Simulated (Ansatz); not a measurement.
## Sn under a change: uniaxial strain ε_xx = +2.64 %

The reference is Sn in the diamond structure (space group Fd-3m, No. 227; a = 6.569 Å). Axes: x, y, z lie along the cube axes.

Modification: the cell is stretched by 2.64 % along x with no lateral relaxation, atoms relaxed at fixed cell.

Computed with plane-wave PAW DFT at the r2SCAN level (Ansatz, a quantum-chemistry and plane-wave program, 500 eV), no spin-orbit coupling, earlier PAW set. Settings: 12×12×12 k-points, 0.05 eV Fermi–Dirac smearing.

| quantity | base | changed | shift |
|---|---|---|---|
| volume per atom | 35.43 Å³ | 36.36 Å³ | +0.935 Å³ |
| shortest interatomic distance | 2.844 Å | 2.870 Å | +0.0252 Å |
| energy relative to the base (free energy F) | 0 meV/atom | +5.0 meV/atom | +5.0 meV/atom |
| pressure (mean of the normal stresses, compression positive) | 0.0 GPa | -1.1 GPa | -1.04 GPa |
| band gap | zero | zero | – |
| stress (xx, yy, zz, yz, xz, xy; compression positive) (rough) | – | (-1.7, -0.7, -0.7, 0.0, 0.0, 0.0) GPa | – |

Without a gap, meshes like the base's 12×12×12 leave anisotropic stresses uncertain by several tenths of a GPa, and small strain energies with them. Whether these cells are dynamically stable was not tested.
